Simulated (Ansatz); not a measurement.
Worked example: self-consistent single point of La₂W₂O₉ (P-1, 26 atoms in the cell) in Ansatz (an electronic-structure program).

Method of the run: r2SCAN, default PAW files made with PBE (plane waves; Ansatz).

```
La2W2O9
1.0
    6.91249     0.00000     0.00000
    0.58477     7.09000     0.00000
    0.79316     2.35541     6.70653
La W O
4 4 18
Cartesian
  1.37819   1.68773   1.73699
  6.91223   7.75767   4.96954
  4.78367   3.58823   1.81278
  3.50675   5.85717   4.89376
  6.67509   4.37200   5.34041
  1.61533   5.07340   1.36612
  2.54899   2.16589   4.88504
  5.74144   7.27951   1.82149
  5.55938   5.96313   0.62706
  2.73104   3.48228   6.07947
  2.29545   7.80689   3.91863
  5.99497   1.63851   2.78791
  1.01675   5.47543   4.74957
  7.27367   3.96998   1.95697
  2.20246   7.96519   6.35377
  6.08796   1.48021   0.35276
  5.74524   5.85792   6.05667
  2.54518   3.58748   0.64986
  5.36217   6.44279   3.30900
  2.92825   3.00262   3.39753
  4.54567   8.25062   5.20628
  3.74475   1.19478   1.50025
  0.79391   6.64181   1.88118
  7.49652   2.80359   4.82535
  3.02685   5.43028   2.36003
  5.26357   4.01513   4.34650
```

Reference input (self-consistent single point, DFT, r2SCAN, plane waves, default PAW files made with PBE): basis.ecutwfc = 500 eV; kpoints.mp_grid.grid = 2 2 2; kpoints.mp_grid.shift = 0.5 0.5 0.5; hamiltonian.xc = r2scan; hamiltonian.pseudopotentials = {kind: paw} (the program's default PAW files); scf.occupations.method = methfessel_paxton; scf.occupations.width = 0.1 eV. This run's input differs from it in these lines:

Ansatz 0.2 input:
```diff
@@ -34,3 +34,3 @@
 basis:
-  ecutwfc: 500.0 eV
+  ecutwfc: 300.0 eV
 kpoints:
```

Output (repeated stretches shortened):

```
SCF iter   1: F=—  HF=-76905.332178 eV  |F-HF|=—  |Δ(HF+E_count)|=         —  Δρ=2.01e-2  dr2=4.97e-1  dr2_τ=1.97e0  ethr=1.77e-3  ⟨swp⟩=5.5  Hψ=2036  notcnv=0
all-band conjugate gradients solve this SCF's bands
preconditioner: auto → Resta (q_TF=auto, 2.528 Å⁻¹)
SCF iter   2: F=—  HF=-76905.932408 eV  |F-HF|=—  |Δ(HF+E_count)|=   6.00e-1  S|Δr|=    0.00e0  Δρ=1.11e-2  dr2=1.53e-1  dr2_τ=3.55e-2  ethr=2.39e-4  ⟨swp⟩=2.0  Hψ=887  notcnv=0  defer=79
   [... lines left out ...]
SCF iter   7: F=—  HF=-76905.921309 eV  |F-HF|=—  |Δ(HF+E_count)|=   3.84e-4  S|Δr|=    0.00e0  Δρ=2.62e-5  dr2=2.41e-6  dr2_τ=2.79e-7  ethr=2.10e-8  ⟨swp⟩=2.0  Hψ=833  notcnv=0  defer=79
SCF iter   8: F=—  HF=-76905.921309 eV  |F-HF|=—  |Δ(HF+E_count)|=   5.72e-7  S|Δr|=    0.00e0  Δρ=7.93e-6  dr2=1.91e-7  dr2_τ=2.12e-8  ethr=1.16e-9  ⟨swp⟩=2.0  Hψ=693  notcnv=0  defer=79
SCF iter   9: F=-76905.921309 eV  HF=-76905.921309 eV  |F-HF|=4.75e-8  |Δ(HF+E_count)|=   3.02e-8  S|Δr|=    0.00e0  Δρ=4.54e-6  dr2=7.11e-8  dr2_τ=8.91e-9  ethr=4.81e-11  ⟨swp⟩=13.0  Hψ=2563  notcnv=0
SCF 1 converged in 9 iterations: F = -76905.921309 eV  dr2 = 7.11e-8
Stability not checked (fill_not_monotonic)
Free energy (F): -76905.921309 eV
Internal energy: -76905.921309 eV  (E = F + TS)
E sigma→0 (E₀):  -76905.921309 eV
Fermi energy:    11.536291 eV
--- Forces (eV/Å), atoms counted from 1 ---
  atom   1  La     0.01036146    -0.01102996    -0.16215071
  atom   2  La    -0.01036146     0.01102996     0.16215071
  atom   3  La     0.03342470     0.19953115    -0.06761873
  atom   4  La    -0.03342470    -0.19953115     0.06761873
  atom   5  W     -0.07279138     0.28726936     0.20147049
   [... 17 lines left out ...]
   [... lines left out ...]
  atom  26  O     -1.45502146    -0.42205592    -0.88967454
--- Stress (GPa, compression-positive) ---
       14.442397      -0.517094       0.202229
       -0.517104      14.917857       0.143812
        0.202241       0.143817      14.893702
  P = ⅓ Tr σ = 14.7513 GPa (147.513 kbar)
  The stress holds the Pulay correction. Without it, at fixed plane waves, as pw.x and ABINIT print it: P = -8.6351 GPa
```

The run converged in 9 iterations. Against the reference run the free energy rises by 292 meV/atom, the pressure moves little (14.79 to 14.75 GPa), the largest force moves little (1.749 to 1.757 eV/Å) and the gap on the mesh hardly changes (3.952 to 3.957 eV).

The starting cell comes from a database of published, mostly measured structures (it also holds non-ambient and calculated ones), without a prior relaxation at this level. Its lattice was rescaled by a random factor within 2.5 % of one. Spin-orbit coupling is off. Forces in this geometry exceed 1 eV/Å. Ansatz's pressure includes its estimate of the finite-basis (Pulay) stress. Without the estimate this run gives -8.64 GPa. The cutoff lies below the one recommended for these files. The shifted mesh does not hold Γ, so a gap read on it misses any band edge there.
